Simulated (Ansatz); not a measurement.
Functionals compared on a constructed model of the (100) surface of fcc Al, a pseudomorphic layer of Ta in the host's stacking (bottom of the slab: a bare face, its two planes held), in Ansatz (plane waves, PAW). The structure was relaxed with PBE; the other rows are single points on it. Cutoff 420 eV (500 eV for r2SCAN).

Set-up: 7 atoms, 12.4 Å thick at the start; mesh 13x13x1; 0.1 eV smearing; dipole correction on; 2 atoms held, the rest relaxed; start symmetry kept, larger cells not searched; no spin, no spin-orbit, no U. It is one candidate, not shown to be the stable structure of the face. These notes are the PBE run's.

```tsv
functional	work function of the top face (eV)	rough cost of the single point
PBE	5.12	–
RPBE	5.00	roughly 15 core-seconds
r2SCAN	[?]	very roughly 23 core-seconds
```

**Question.** Some entries are withheld; supply them.

**Answer.** 
- r2SCAN, work function of the top face (eV): 5.21

Ansatz is a first-principles code.
